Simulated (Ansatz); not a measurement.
Cell and atoms of amorphous In$_{9}$Ga$_{9}$Zn$_{9}$O$_{37}$Sr:

```xyz
65
Lattice="9.4352 -0.0129 0.1324 -0.0129 9.2956 0.0981 0.1324 0.0981 9.4480" Properties=species:S:1:pos:R:3 pbc="T T T"
In     5.7563     1.0875     6.0935
In     4.5604     3.8484     7.8887
In     1.2030     6.6079     9.1659
In     6.8483     1.0767     2.8845
In     2.4196     0.1125     5.2521
In     4.9439     7.5837     3.8795
In     8.2368     7.6357     1.7991
In     9.3378     2.0772     4.6653
In     8.1743     7.8141     5.1229
Ga     2.6861     5.8906     6.0170
Ga     9.0704     5.0711     6.9042
Ga     0.7743     5.3573     3.3457
Ga     9.1872     9.0915     7.7025
Ga     1.8212     8.1237     2.4806
Ga     3.2089     3.2499     4.4608
Ga     5.0970     4.3179     2.1204
Ga     8.2420     3.9288     1.6090
Ga     2.9939     0.2450     8.5524
Zn     4.7879     7.5337     7.2033
Zn     9.3005     1.0637     0.9343
Zn     6.1102     0.4073     9.0729
Zn     1.3752     2.7199     7.4348
Zn     7.1694     6.3510     8.7562
Zn     7.7771     2.7111     8.1324
Zn     2.5424     3.8662     0.8815
Zn     3.7451     1.0821     2.2148
Zn     4.1790     6.8843     0.5591
O      2.7834     3.0430     8.6492
O      3.5794     3.1342     2.5894
O      8.9769     1.0836     2.8795
O      0.2285     9.1529     5.7121
O      7.2116     1.9356     4.8480
O      5.7957     7.6552     8.9366
O      1.2032     0.8058     8.2033
O      5.8513     2.2785     8.0127
O      4.3610     5.6106     6.7779
O      4.6012     3.0457     5.6361
O      7.3615     4.8005     7.6524
O      0.4174     7.1758     3.3088
O      2.1882     4.8514     4.5176
O      9.1883     3.1729     6.6272
O      4.4172     4.8436     0.4584
O      4.0852     0.5682     0.4053
O      7.9082     5.7103     1.0503
O      4.9455     0.5135     3.6872
O      2.1586     0.4414     3.1785
O      2.9525     7.6159     8.6114
O      1.9146     2.1732     5.3159
O      6.5516     3.1574     2.0760
O      5.3866     5.5243     3.4670
O      0.7143     8.3491     0.9458
O      8.9141     2.8680     0.2336
O      6.1052     8.1421     5.8373
O      7.0401     8.0501     3.3969
O      3.1120     7.4662     5.1633
O      1.3293     5.2410     1.4160
O      7.6225     0.6740     7.6025
O      8.9569     7.2950     8.1748
O      3.4981     7.3786     2.2669
O      7.3865     0.1753     0.9639
O      9.0316     3.9300     3.3393
O      8.6709     5.8234     5.2898
O      1.4032     5.4244     7.3251
O      3.8667     0.2643     6.8488
Sr     6.6485     4.3501     5.0827
```

Calculation: PBE, scalar-relativistic without spin-orbit coupling (plane waves to 420 eV, PAW; Ansatz, a first-principles code).

Preparation: random packing, a CHGNet melt and quench, and a DFT relaxation. O atoms were pushed apart under 1.9 Å during the dynamics, to hinder bonds among them. The hot cell started wider than the set density and was brought back towards it in steps. It is the lowest in DFT energy of 2 quenches. It is a model cell: composition and starting density were chosen by hand, and all elements were melted together. No dispersion term was used. Its density started from a set value of 5.87 and ended at 5.87 g/cm³. The simulated quench (nominally 260 K/ps over its main leg) is rapid and tends to freeze in more defects than a deposited or slowly cooled glass has. A cell of this size samples the disorder only roughly. The volume was held where the preparation left it and the shape relaxed, at a PBE pressure of 2.4 GPa. Stress components on the final sampling reach 2.6 GPa.

Cut-offs for bonds: In-In 3.12 Å, In-Ga 2.90 Å, In-Zn 2.90 Å, In-O 2.72 Å, In-Sr 3.65 Å, Ga-Ga 2.68 Å, Ga-Zn 2.68 Å, Ga-O 2.18 Å, Ga-Sr 3.43 Å, Zn-Zn 2.68 Å, Zn-O 2.50 Å, Zn-Sr 3.43 Å, O-O 1.58 Å, O-Sr 3.13 Å, Sr-Sr 4.18 Å. Two cations that share two anions don't count as bonded, nor two that share one unless they lie closer than In-In 3.04 Å, In-Ga 2.82 Å, In-Zn 2.82 Å, In-Sr 3.55 Å, Ga-Ga 2.61 Å, Ga-Zn 2.61 Å, Ga-Sr 3.34 Å, Zn-Zn 2.61 Å, Zn-Sr 3.34 Å, Sr-Sr 4.07 Å.

Q: Give the coordination numbers, mean bond lengths and angles.

A: 
The mean coordination of In by anions is 5.56 (5 with 5, 3 with 6, 1 with 7) and the mean coordination of Ga by anions is 4.00 (9 with 4). The mean coordination of Zn by anions comes out as 4.44 (5 with 4, 4 with 5) and the mean coordination of O comes out as 3.59 (15 with 3, 22 with 4). The mean coordination of Sr by anions comes out as 7.00 (1 with 7) and the mean In-O bond is 2.207 Å (spread 0.124 Å, 50 counted). The mean Zn-O bond is 2.053 Å (spread 0.121 Å, 40 counted). The mean Ga-O bond is 1.884 Å (spread 0.042 Å, 36 counted) and the mean O-Sr bond comes out as 2.665 Å (spread 0.262 Å, 7 counted). The bond angle at In is mean 104.5°, spread 28.5° and the bond angle at Ga is mean 109.0°, spread 11.2°. The bond angle at Zn is mean 106.6°, spread 22.1° and the bond angle at O is mean 110.4°, spread 14.7°. The bond angle at Sr is mean 101.5°, spread 30.9°.

Q: List the pairs of like atoms that count as bonded by the rules above.

A: There are none by these rules.
